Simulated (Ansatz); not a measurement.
## What x(C) = 0.625, 12 atoms, Pmm2 does to ZrO2

Take ZrO$_{2}$ in the fluorite structure (space group Fm-3m, No. 225; a = 5.089 Å) as the base.

The other end (x = 1) is ZrC$_{2}$ in the fluorite structure (space group Fm-3m, No. 225; a hypothetical phase, not in the database extracts checked): 12.73 Å³/atom, gap zero; this end may not be an ambient phase.

The change: a fraction x = 0.625 of the O sites is given to C, ordered in a cell of 12 atoms (starting symmetry Pmm2) and fully relaxed.

All numbers come from r2SCAN (Ansatz, a quantum-chemistry and plane-wave program; PAW; 500 eV plane waves; without spin-orbit coupling), earlier PAW set. k-mesh 14×11×5 (Γ-centred); smearing 0.05 eV (Fermi–Dirac), for the changed cell.

The volume per atom goes up by 1.63 Å³ (10.98 Å³ → 12.61 Å³) and the band gap changes from 3.89 eV to zero. The mixing energy amounts to -0.63 eV/atom (to 0.01 eV only: unlike meshes or grids) (against an end that may be hypothetical) and the deviation of the volume from the linear (Vegard-type) interpolation is +4.5 %.

Cost of the whole job for the changed cell (relaxation, final SCF and bands): about 50 core-minutes (a rough figure).

These are small ordered cells, not random alloys; other orderings at the same x differ. Whether these cells are dynamically stable was not tested. The final runs are not spin-polarised. Under x(C) = 0.625, 12 atoms, Pmm2 the cell changed shape so far that it is another structure. This is not the structure that ZrO2 has at room temperature and ambient pressure.
